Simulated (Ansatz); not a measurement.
Here is the system:

```xyz
1
Lattice="0.0000 1.7656 1.7656 1.7656 0.0000 1.7656 1.7656 1.7656 0.0000" Properties=species:S:1:pos:R:3 pbc="T T T"
Cu     0.0000     0.0000     0.0000
```

These are PBEsol, rigid bands (plane waves, PAW, scalar-relativistic; Ansatz, a program for electronic structure) values and carry that method's errors. Condition of this run: hydrostatic pressure 5 GPa (the target of the relaxation). How the cell was made: cell and atoms relaxed with PBEsol, then loaded as said.

Question: Predict the product ρ₀λ of resistivity and mean free path that follows from the Fermi surface's area.

Answer: 6.4 ×10⁻¹⁶ Ω·m².

Question: And the Drude plasma energy and the root-mean-square Fermi velocity at 300 K?

Answer: 9.2 eV; 1.1e6 m/s.

A metal at this level (no band gap); rigid bands, thermally averaged at 300 K, both spins. Spin-orbit coupling is left out. τ is one relaxation time for all states; the product of resistivity and mean free path takes one path for all states instead.
